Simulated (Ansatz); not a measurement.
**A computed series for BaHfO3: pressure series**

The reference is BaHfO3 in the cubic perovskite structure (space group Pm-3m, No. 221; a = 4.158 Å).

Cell and atoms are relaxed at each pressure.

Computed with plane-wave PAW DFT at the PBEsol level (Ansatz, a program for electronic structure, 420 eV), no SOC.

Notes on the quantities. electron mass: degenerate bands, along [100].

```tsv
change	electron mass	band gap	lattice parameter a
base	0.33, 0.33, 2.2 mₑ (at Γ)	3.58 eV	4.158 Å
pressure −2 GPa	0.33, 0.33, 2.3 mₑ (at Γ)	3.56 eV	4.174 Å
pressure −1 GPa	0.33, 0.33, 2.3 mₑ (at Γ)	3.57 eV	4.166 Å
pressure 0.3 GPa	0.33, 0.33, 2.2 mₑ (at Γ)	3.59 eV	4.155 Å
pressure 0.7 GPa	0.33, 0.33, 2.2 mₑ (at Γ)	3.59 eV	4.152 Å
pressure 1.5 GPa	0.33, 0.33, 2.2 mₑ (at Γ)	3.60 eV	4.145 Å
pressure 3 GPa	0.32, 0.32, 2.2 mₑ (at Γ)	(withheld)	(withheld)
pressure 5 GPa	0.32, 0.32, 2.2 mₑ (at Γ)	3.63 eV	4.119 Å
pressure 7.5 GPa	0.32, 0.32, 2.2 mₑ (at Γ)	3.66 eV	4.102 Å
pressure 10 GPa	0.31, 0.31, 2.2 mₑ (at Γ)	3.66 eV	4.085 Å
```

Problem. What belongs in the blanks?

Solution. 
- pressure 3 GPa, band gap: 3.62 eV
- pressure 3 GPa, lattice parameter a: 4.134 Å

With Hf present, leaving out spin-orbit coupling can change the band edges. Load acts through the strain it causes; cell and atoms are relaxed under it. Masses are band curvatures over ±0.01 Å⁻¹ around the edge. Stability against distortions was not tested. No other phases were tried under pressure.
